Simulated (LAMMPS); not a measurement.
Size effects in liquid Ta (bcc) at 3620 K and zero pressure.

Computed with classical MD, pair style eam/alloy, file CuTa.eam.alloy, run in LAMMPS.

```csv
atoms,volume,first peak of g(r),D(Ta),rough cost (core-seconds per simulated ps)
250,19.713 ± 0.003 Å³/atom,"2.80 Å, height 2.4",(4.0 ± 0.3) × 10^-5 cm²/s,0.4
2000,19.712 ± 0.001 Å³/atom,"2.81 Å, height 2.3",(4.29 ± 0.06) × 10^-5 cm²/s,5
16000,19.7113 ± 0.0010 Å³/atom,"2.80 Å, height 2.2",(4.59 ± 0.06) × 10^-5 cm²/s,23
```

Periodic images slow diffusion in small cells, by a term that falls as 1/L. Costs are rough.

Errors of D are the spread over four groups of atoms in one short run; a floor of about 5 %, a picked value, is safer.

The ± values are statistical; the model's systematic error is not in them.
